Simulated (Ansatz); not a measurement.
## ZrO2 in the fluorite structure (space group Fm-3m, No. 225)

```
ZrO2
1.0
    0.00000     2.54466     2.54466
    2.54466     0.00000     2.54466
    2.54466     2.54466     0.00000
Zr O
1 2
Direct
  0.00000   0.00000   0.00000
  0.25000   0.25000   0.25000
  0.75000   0.75000   0.75000
```

Level of theory: Ansatz (a program for electronic structure) r2SCAN, spin-orbit coupling left out. Settings: 11×11×11 k-points, 0.05 eV Fermi–Dirac smearing.

```json
{
  "volume_per_atom": "10.98 Å³",
  "density": "6.21 g/cm³",
  "band_gap": "3.89 eV, indirect, X → Γ",
  "Electron mass (degenerate bands, along [100])": "0.53, 2.1 mₑ",
  "Lowest conduction-band minima above the VBM": "Γ 3.89 eV; X along ⟨100⟩ 4.29 eV; a point along ⟨110⟩, about 0.8 Å⁻¹ from Γ 4.29 eV; L along ⟨111⟩ 4.50 eV",
  "total_energy": "-1779.353 eV/atom (σ→0; compares only within this code and set-up)"
}
```

Effective masses come from finite differences of ±0.01 Å⁻¹. Whether these cells are dynamically stable was not tested. This is not the structure that ZrO2 has at room temperature and ambient pressure.
